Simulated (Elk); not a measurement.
Band structure of KPrO2 (R-3m, 4 atoms in the cell).

```yaml
crystal:
  lattice:
    - [1.82964, 1.05635, 6.23587]
    - [-1.82964, 1.05635, 6.23587]
    - [0.00000, -2.11269, 6.23587]
  atoms:
    - { symbol: K, position: [0.00000, 0.00000, 0.00000] }
    - { symbol: Pr, position: [0.50000, 0.50000, 0.50000], spin: 2.0 }
    - { symbol: O, position: [0.23155, 0.23155, 0.23155] }
    - { symbol: O, position: [0.76845, 0.76845, 0.76845] }
```
(The spins are starting values, not results.)

Level of theory: LDA (PW92), all-electron FP-LAPW, Elk's shipped species files, APW+lo basis with extra local orbitals in Elk.

Settings: xctype = 3; spinpol = true; rgkmax = 8; stype = 3; swidth = 0.000734986 Ha; ngridk = 7 7 7; reducebf = 0.7; gmaxvr = 16 1/bohr; nxlo = 2; lorbcnd = true; rmtscf = 0.94; lmaxi = 2; bfcmt = [[0.0, 0.0, 0.0], [0.0, 0.0, -2.0], [0.0, 0.0, 0.0], [0.0, 0.0, 0.0]].

The starting cell comes from a database of computed structures (which also holds hypothetical and non-ambient phases and stackings), without a prior relaxation at this level. Spin-orbit coupling is off. With one magnetic atom in the cell only a parallel order is possible. With U or open f shells several self-consistent states can exist. The f electrons are in the valence without U or exact exchange, which can misplace them near the Fermi level. Spin-orbit terms, which matter for f shells, are left out. Values depend on the basis (sphere radii, cutoffs, local orbitals), which need not be converged.

Levels in eV from the Fermi level, bands 14 to 21 of the first spin channel:
| point | 14 | 15 | 16 | 17 | 18 | 19 | 20 | 21 |
|---|---|---|---|---|---|---|---|---|
| B | -3.70 | -3.57 | -3.11 | -0.14 | -0.09 | -0.06 | 0.03 | 0.30 |
| Z | -4.09 | -3.36 | -3.36 | -0.30 | 0.17 | 0.23 | 0.29 | 0.47 |
| Γ | -3.45 | -3.27 | -3.27 | -0.26 | 0.17 | 0.24 | 0.29 | 0.52 |
| X | -3.69 | -3.58 | -3.10 | -0.13 | -0.09 | -0.05 | 0.01 | 0.25 |

Bands cross the Fermi level along this path, so the cell is metallic at this level.

The net moment of the cell came out as 2.00 μB.
